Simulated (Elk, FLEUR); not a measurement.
An Elk input for a self-consistent single point of LaTl₃ (Pm-3m, 4 atoms in the cell) (DFT, LDA (PW92), all-electron FP-LAPW, Elk's shipped species files, LAPW+lo basis):

```
tasks
  0

rgkmax
  7.5

gmaxvr
  14.0

nxoapwlo
  1

swidth
  0.00499791

maxscl
  100

avec
    9.1093265180    0.0000000000    0.0000000000
    0.0000000000    9.1093265180    0.0000000000
    0.0000000000    0.0000000000    9.1093265180

atoms
  2
  'La.in'
  1
  0.0000000000  0.0000000000  0.0000000000    0.0 0.0 0.0
  'Tl.in'
  3
  0.0000000000  0.5000000000  0.5000000000    0.0 0.0 0.0
  0.5000000000  0.0000000000  0.5000000000    0.0 0.0 0.0
  0.5000000000  0.5000000000  0.0000000000    0.0 0.0 0.0

ngridk
  9 9 9
```

Question: Give the FLEUR input for the same structure, mesh, smearing and functional.

Answer: One input that does it (others would too):

Input of the input generator:

```
LaTl3 FLAPW
&input film=f /
9.1093265180 0.0000000000 0.0000000000
0.0000000000 9.1093265180 0.0000000000
0.0000000000 0.0000000000 9.1093265180
1.0
1.0 1.0 1.0

4
57 0.0000000000 0.0000000000 0.0000000000
81 0.0000000000 0.5000000000 0.5000000000
81 0.5000000000 0.0000000000 0.5000000000
81 0.5000000000 0.5000000000 0.0000000000

&comp jspins=1 /
&exco xctyp='vwn' /
&kpt div1=9 div2=9 div3=9 /
&end /
```

```xml
<?xml version="1.0" encoding="UTF-8" standalone="no"?>
<fleurInput fleurInputVersion="0.39">
   <comment>
      LaTl3 FLAPW                                                                                         
   </comment>
   <calculationSetup>
      <cutoffs Kmax="3.8" Gmax="11.4" GmaxXC="11.4" numbands="0"/>
      <scfLoop itmax="80" minDistance="0.00001" maxIterBroyd="15" imix="Anderson" alpha="0.05" precondParam="0.0" spinf="2.0"/>
      <coreElectrons ctail="T" frcor="F" kcrel="0" coretail_lmax="0"/>
      <xcFunctional name="vwn" relativisticCorrections="F"/>
      <magnetism jspins="1"/>
      <soc l_soc="F" theta="0.0" phi="0.0" spav="F"/>
      <expertModes spex="0" secvar="F"/>
      <geometryOptimization l_f="T" forcealpha="1.0" forcemix="BFGS" epsdisp="0.00001" epsforce="0.00001"/>
      <ldaU l_linMix="F" mixParam="0.05" spinf="1.0"/>
   </calculationSetup>
   <cell>
      <bzIntegration valenceElectrons="50.0" mode="hist" fermiSmearingEnergy="0.00499791">
         <kPointListSelection listName="default-1"/>
         <!-- k-points included here -->
         <xi:include xmlns:xi="http://www.w3.org/2001/XInclude" href="kpts.xml"> </xi:include>
      </bzIntegration>
      <!-- symmetry operations included here -->
      <xi:include xmlns:xi="http://www.w3.org/2001/XInclude" href="sym.xml"> </xi:include>
      <bulkLattice scale="1.0">
         <bravaisMatrix>
            <row-1>    9.1093265179999996     0.0000000000000000     0.0000000000000000</row-1>
            <row-2>    0.0000000000000000     9.1093265179999996     0.0000000000000000</row-2>
            <row-3>    0.0000000000000000     0.0000000000000000     9.1093265179999996</row-3>
         </bravaisMatrix>
      </bulkLattice>
   </cell>
   <atomSpecies>
      <species name="Lanthanum (La)" element="La" atomicNumber="57">
         <mtSphere radius="2.68" gridPoints="925" logIncrement="0.014"/>
         <atomicCutoffs lmax="10" lnonsphr="8"/>
         <electronConfig flipSpins="F">
            <coreConfig>(1s1/2) (2s1/2) (2p1/2) (2p3/2) (3s1/2) (3p1/2) (3p3/2) (4s1/2) (3d3/2) (3d5/2) (4p1/2) (4p3/2) (4d3/2) (4d5/2)</coreConfig>
            <valenceConfig>(5s1/2) (5p1/2) (5p3/2) (6s1/2) (5d3/2) (5d5/2)</valenceConfig>
            <stateOccupation state="(5d3/2)" spinUp="0.2" spinDown="0.2"/>
            <stateOccupation state="(5d5/2)" spinUp="0.3" spinDown="0.3"/>
         </electronConfig>
         <energyParameters s="6" p="6" d="5" f="4"/>
         <lo type="SCLO" l="0" n="5" eDeriv="0"/>
         <lo type="SCLO" l="1" n="5" eDeriv="0"/>
      </species>
      <species name="Thallium (Tl)" element="Tl" atomicNumber="81">
         <mtSphere radius="2.68" gridPoints="925" logIncrement="0.015"/>
         <atomicCutoffs lmax="10" lnonsphr="8"/>
         <electronConfig flipSpins="F">
            <coreConfig>(1s1/2) (2s1/2) (2p1/2) (2p3/2) (3s1/2) (3p1/2) (3p3/2) (4s1/2) (3d3/2) (3d5/2) (4p1/2) (4p3/2) (5s1/2) (4d3/2) (4d5/2) (4f5/2) (4f7/2) (5p1/2) (5p3/2)</coreConfig>
            <valenceConfig>(6s1/2) (5d3/2) (5d5/2) (6p1/2) (6p3/2)</valenceConfig>
            <stateOccupation state="(6p1/2)" spinUp="0.1666666666667" spinDown="0.1666666666667"/>
            <stateOccupation state="(6p3/2)" spinUp="0.3333333333333" spinDown="0.3333333333333"/>
         </electronConfig>
         <energyParameters s="6" p="6" d="6" f="5"/>
         <lo type="SCLO" l="2" n="5" eDeriv="0"/>
      </species>
   </atomSpecies>
   <atomGroups>
      <atomGroup species="Lanthanum (La)">
         <relPos label="                   1">.0000000000 .0000000000 .0000000000</relPos>
         <force calculate="T" relaxXYZ="TTT"/>
      </atomGroup>
      <atomGroup species="Thallium (Tl)">
         <relPos label="                   2">.0000000000 1.000/2.000 1.000/2.000</relPos>
         <relPos label="                   3">1.000/2.000 .0000000000 1.000/2.000</relPos>
         <relPos label="                   4">1.000/2.000 1.000/2.000 .0000000000</relPos>
         <force calculate="T" relaxXYZ="TTT"/>
      </atomGroup>
   </atomGroups>
   <output dos="F" band="F" slice="F">
      <checks vchk="F" cdinf="F"/>
      <bandDOS minEnergy="-.5*Htr" maxEnergy="0.5*Htr" sigma="0.015" storeEVData="T"/>
      <vacuumDOS vacdos="F" integ="F" star="F" nstars="0" locx1="0.0" locy1="0.0" locx2="0.0" locy2="0.0" nstm="0" tworkf="0.0"/>
      <unfoldingBand unfoldBand="F" supercellX="1" supercellY="1" supercellZ="1"/>
      <plotting iplot="0" polar="F">
         <plot TwoD="T" vec1="  1.0  0.0  0.0" vec2="  0.0  1.0  0.0" vec3="  0.0  0.0  1.0" zero="  0.0  0.0  0.0" file="plot"/>
      </plotting>
      <chargeDensitySlicing numkpt="0" minEigenval="0.0" maxEigenval="0.0" nnne="0" pallst="F"/>
      <specialOutput eonly="F"/>
      <magneticCircularDichroism mcd="F" energyLo="-10.0" energyUp="0.0"/>
   </output>
  <!-- We include the file relax.xml here to enable relaxations (see documentation) -->
  <xi:include xmlns:xi="http://www.w3.org/2001/XInclude" href="relax.xml"> <xi:fallback/> </xi:include>
</fleurInput>
```

Basis, cutoffs, solver keys and any potentials are the target program's own. This input uses DFT, LDA (Vosko-Wilk-Nusair), all-electron FLAPW (FLEUR), scalar-relativistic valence. LDA parametrisations can differ slightly between programs.

The starting cell comes from a database of computed structures (which also holds hypothetical and non-ambient phases and stackings), without a prior relaxation at this level. Its lattice was rescaled by a random factor within 2.5 % of one. For this run, on top of that: lattice scaled by 0.98.
